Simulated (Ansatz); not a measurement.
Consider this model of amorphous Si$_{24}$O$_{49}$Mn.

```xyz
74
Lattice="10.6949 -0.1140 0.0343 -0.1140 10.1528 0.1288 0.0343 0.1288 10.2587" Properties=species:S:1:pos:R:3 pbc="T T T"
Si    10.0101     9.6063     8.8797
Si     6.1768     1.8116     1.4963
Si     5.3358     2.4375     8.7300
Si     7.9453     3.1417     6.9961
Si     9.9738     6.7174     9.2569
Si     3.1397     7.9697     5.9238
Si     2.9672     4.5525     9.0354
Si     4.3327     1.5576     3.8672
Si    10.6617     1.7794     7.0814
Si     7.7361     9.0356     6.6188
Si     2.1879     9.7542     3.8595
Si     5.0634     0.1895     6.6002
Si     0.4551     7.9205     2.3072
Si     2.2031     5.8883     6.3620
Si    10.3337     2.8299     3.0754
Si     0.8179     4.3296     0.6379
Si     8.7155     1.1333     4.8926
Si    10.6244     5.5191     4.4482
Si     1.8701     2.1003     5.0187
Si     8.5603     6.1323     6.5702
Si     7.0413     4.6052     1.7635
Si     5.6124     6.3969     1.8094
Si     2.6829     6.3566     1.0730
Si     8.3062     7.0003     1.3372
O      1.6075     7.6039     1.1720
O      9.6010     6.0901     7.8192
O      7.5489     7.4140     6.5286
O      9.5419     0.0277    10.1101
O      0.0745     8.2543     9.0576
O      8.8907     9.3633     7.6941
O      5.4965     1.9275    10.2734
O      3.8910     9.0959     6.7970
O      1.3184     2.6236     6.4634
O      0.8689     9.3572     2.9683
O      3.1882     5.9872     9.8391
O      9.4616     2.8008     7.5846
O      6.8088     2.8195     8.1147
O      1.8962     0.4482     5.0690
O      6.0881     5.3468     0.5857
O      6.8616     0.4296     1.8684
O      5.1399     0.7506     5.0551
O      9.5311     7.9651     1.9433
O      7.7381     2.2300     5.6266
O      5.2048     2.3075     2.7355
O      3.3870     2.6228     4.6986
O      3.7130     6.4015     5.8600
O      9.8978     4.1728     3.8744
O      0.4870     6.6788     3.3234
O      8.5500     7.1020     9.9878
O      0.4124     0.7475     8.1010
O      4.0606     6.8469     1.8360
O      1.8814     5.0494     1.6890
O      6.0887     5.2864     2.9742
O      6.8060     7.5774     1.7555
O      9.4705     6.3098     5.2432
O      3.3965     0.5287     2.9600
O      8.0279     9.7529     5.1297
O      2.9339     8.4055     4.3654
O     10.1016     1.0947     5.7095
O      1.7034     7.4652     6.6081
O      1.0455     2.4640     3.6562
O      7.7759     4.7087     6.5825
O      0.0421     5.6641    10.1051
O      4.6757     1.3130     7.7252
O      1.8180     3.6704     9.8325
O      4.3317     3.7273     8.7776
O     10.5447     3.1652     1.4826
O      7.3042     3.0502     1.5060
O      2.2802     4.9307     7.6298
O      9.1753     1.6308     3.3456
O      8.4649     5.4458     1.8543
O      6.3761     9.7157     7.1667
O      1.2211     5.1615     5.2868
Mn     8.6695     0.0416     1.5043
```

Level of theory: PBE, scalar-relativistic without spin-orbit coupling (plane waves to 420 eV, PAW; Ansatz, an electronic-structure program). In the spin-polarised cell the level spacing at the Fermi energy can part levels of unlike spin.

The cell was made by melting and quenching with the CHGNet potential and then relaxed with DFT. O atoms were pushed apart under 1.9 Å during the dynamics, to hinder bonds among them. The hot cell started wider than the set density and was brought back towards it in steps. It is the lowest in DFT energy of 3 quenches. It is a model cell: composition and starting density were chosen by hand, and all elements were melted together. No dispersion term was used. Its density started from a set value of 2.26 and ended at 2.26 g/cm³. The simulated quench (nominally 320 K/ps over its main leg) is rapid and tends to freeze in more defects than a deposited or slowly cooled glass has. One small periodic cell is one sample of the glass; other quenches scatter about these values. The volume was held where the preparation left it and the shape relaxed, at a PBE pressure of 0.7 GPa. Stress components on the final sampling reach 0.7 GPa.

Bonds are counted up to Si-Si 2.60 Å, Si-O 1.90 Å, Si-Mn 2.75 Å, O-O 1.58 Å, O-Mn 2.46 Å, Mn-Mn 3.06 Å. Two cations that share two anions don't count as bonded, nor two that share one unless they lie closer than Si-Si 2.38 Å, Si-Mn 2.68 Å, Mn-Mn 2.97 Å.

**Question.** Give the coordination numbers, mean bond lengths and angles.

**Answer.** 
| Quantity | Result |
|---|---|
| Mean coordination of Si by anions | 4.00 (24 with 4) |
| Mean coordination of O | 2.02 (48 with 2, 1 with 3) |
| Mean coordination of Mn by anions | 3.00 (1 with 3) |
| Mean Si-O bond | 1.641 Å (spread 0.023 Å, 96 counted) |
| Mean O-Mn bond | 2.065 Å (spread 0.274 Å, 3 counted) |
| Bond angle at Si | mean 109.4°, spread 5.6° |
| Bond angle at O | mean 130.8°, spread 20.1° |

**Question.** Which atoms depart from the most common coordination of their element?

**Answer.** O42 has 3 (Si24 1.67 Å, Si13 1.67 Å, Mn74 2.45 Å).

**Question.** List the pairs of like atoms that count as bonded by the rules above.

**Answer.** There are none by these rules.
